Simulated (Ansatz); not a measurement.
The parent structure is BAs (space group P6_422, No. 181; a = 3.4290 Å, c = 7.4031 Å; a hypothetical phase, not in the database extracts checked).

It is then changed as follows: a hydrostatic pressure of 5 GPa.

Levels (all Ansatz, a program for electronic structure, PAW): PBEsol (420 eV, no spin-orbit coupling); PBEsol+SOC (420 eV, spin-orbit coupling included).

The geometry is relaxed with PBEsol.

| Quantity | Value |
|---|---|
| PBEsol band gap | 0.22 eV |
| PBEsol valence-band top at Γ | 0.00, -0.97, -1.30 eV |
| PBEsol pressure | 50.0 kbar |

**Question.** How does going to PBEsol+SOC change the band gap, valence-band top at Γ and pressure?

**Answer.** The band gap is still 0.22 eV; the valence-band top at Γ (three highest Kramers pairs, from the VBM) goes from 0.00, -0.97, -1.30 eV to 0.00, -0.98, -1.24 eV; the pressure stays essentially unchanged (50.0 kbar against 49.9 kbar).

Single points use the geometry relaxed with PBEsol. The spin-orbit shifts are approximate. Load acts through the strain it causes; cell and atoms are relaxed under it. Whether these cells are dynamically stable was not tested. Competing high-pressure phases were not computed. The base started in P3_121 and relaxed to P6_422 at this level. A zero or small gap of BAs under pressure 5 GPa can be the functional's error rather than a property of the material.
